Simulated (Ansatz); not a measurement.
Worked example: relaxation of cell and atoms of Rb₃Ba (I4/mmm, 4 atoms in the cell) in Ansatz (an electronic-structure program).

Level of theory: PBEsol, PAW files made with PBE (plane waves; Ansatz).

```xyz
4
Lattice="-3.3826 3.3826 7.3957 3.3826 -3.3826 7.3957 3.3826 3.3826 -7.3957" Properties=species:S:1:pos:R:3 pbc="T T T"
Rb     0.0000     3.3826     3.6978
Rb     3.3826     0.0000     3.6978
Rb     0.0000     0.0000     7.3957
Ba     0.0000     0.0000     0.0000
```

Reference input (self-consistent single point, DFT, PBEsol, plane waves, PAW files made with PBE): kpoints.mp_grid.grid = 5 5 5; hamiltonian.xc = pbesol; hamiltonian.pseudopotentials = {kind: paw} (the program's default PAW files); scf.occupations.method = fermi_dirac; scf.occupations.width = 0.1 eV. This run's input differs from it in these lines:

```diff
@@ -17,2 +17,4 @@
   occupations: { method: fermi_dirac, width: 0.1 }
+relax:
+  cell: {}
 output:
```

Log, with long lists cut:

```
   [... SCF lines of the steps left out ...]
relax step   1: F+E_penalty+E_count = -15513.25760329 eV  Δ(F+E_penalty+E_count) = +0.000e0 eV  max|allowed force component| = 3.253e-19 eV/Å  Δτ_max = 0.0000 Å  P = -0.272 GPa  Ω = 338.482 Å³  (8 SCF iters, dr2 threshold 1.00e-7 eV, accepted)
relax step   2: F+E_penalty+E_count = -15513.26316451 eV  Δ(F+E_penalty+E_count) = -5.561e-3 eV  max|allowed force component| = 3.253e-19 eV/Å  Δτ_max = 0.0000 Å  P = -0.241 GPa  Ω = 335.048 Å³  energy of the carried Pulay correction = +1.675e-5 eV  [...]
   [... lines left out ...]
relax step   6: F+E_penalty+E_count = -15513.28146196 eV  Δ(F+E_penalty+E_count) = -2.284e-4 eV  max|allowed force component| = 2.927e-31 eV/Å  Δτ_max = 0.0000 Å  P = +0.000 GPa  Ω = 312.865 Å³  energy of the carried Pulay correction = +1.292e-4 eV  [...]
relax step   7: F+E_penalty+E_count = -15513.28132063 eV  Δ(F+E_penalty+E_count) = +1.413e-4 eV  max|allowed force component| = 3.253e-19 eV/Å  Δτ_max = 0.0000 Å  P = +0.001 GPa  Ω = 312.865 Å³  stress off target by 1.04e-3 GPa  SCF on the basis [...]
basis re-selected at this cell: Δ(F+E_penalty+E_count) = +1.413e-4 eV, ΔP = +0.000 GPa vs the last step
the relaxation is at rest under the 16 symmetry operations that the run kept from its start: a minimum is not shown …
Stability not checked: this state was not tested for a lower state beside it, because too few of the mixer's solves of this state at the end of the SCF gave a …
Free energy (F): -15513.281321 eV
Internal energy: -15513.110216 eV  (E = F + TS)
   [... lines left out ...]
Fermi energy:    2.932038 eV
  cell:  # Å, volume = 312.8649 Å³
   [... lines left out ...]
  atoms:
    - { symbol: Rb, position: [0.7499999999999999, 0.24999999999999994, 0.49999999999999994] }
    - { symbol: Rb, position: [0.24999999999999994, 0.7499999999999999, 0.49999999999999994] }
    - { symbol: Rb, position: [0.4999999999999999, 0.4999999999999999, -1.2959663444336357e-35] }
    - { symbol: Ba, position: [-5.4392277006890924e-36, -1.8268247117339924e-36, -5.117136509125911e-36] }
```

The run converged. 

Summary of the result:
```
Property                                                                                     Value
-----------------------------------------------  -------------------------------------------------
Free energy E − TS (on the zero of these files)                                     -15513.2813 eV
Fermi level (on the code's own zero)                                                       2.93 eV
Pressure                                                                                  0.00 GPa
Final cell                                       a = b = c = 8.5152 Å, α = β = 134.14°, γ = 66.87°
Final volume per atom                                                                     78.22 Å³
Relaxation steps                                                                                 7
```

The starting cell comes from a database of computed structures (which also holds hypothetical and non-ambient phases and stackings), without a prior relaxation at this level. Its lattice was rescaled by a random factor within 2.5 % of one. The relaxation keeps the symmetry of its start, so its end need not be a minimum. Ansatz's pressure includes its estimate of the finite-basis (Pulay) stress.

Cost on one core of a shared machine: roughly 30 s.

Keys are those of Ansatz 0.2.
